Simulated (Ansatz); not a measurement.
# VBiO4, pressure series

Take VBiO4 (space group I4_1/a, No. 88; a = 5.1660 Å, c = 11.7795 Å) as the base.

Cell and atoms are relaxed at each pressure.

Computed with plane-wave PAW DFT at the PBE level (Ansatz, a program for electronic structure, 420 eV), without spin-orbit coupling, earlier PAW set.

Two rows of this table had their results exchanged by mistake.

| pressure | volume per atom (Å³) | shortest distance (Å) | band gap |
|---|---|---|---|
| pressure −2 GPa | 13.32 | 1.739 | 2.30 eV |
| pressure −1 GPa | 12.89 | 1.733 | 2.21 eV |
| pressure 0.9 GPa | 13.00 | 1.735 | 2.23 eV |
| pressure 2.1 GPa | 13.21 | 1.738 | 2.28 eV |
| pressure 4.5 GPa | 12.66 | 1.730 | 2.15 eV |
| pressure 9 GPa | 12.30 | 1.724 | 2.05 eV |

**Question.** Which two?

**Answer.** The rows for pressure −1 GPa and pressure 2.1 GPa: the volume has to fall steadily with pressure, so 13.21 Å³ belongs to pressure −1 GPa and 12.89 Å³ to pressure 2.1 GPa.

With Bi present, leaving out spin-orbit coupling can change the band edges. Load acts through the strain it causes; cell and atoms are relaxed under it. Stability against distortions was not tested. No other phases were tried under pressure. Starting moments died away, wholly or in part, for the base; another magnetic solution may exist. All final runs are without spin polarisation.
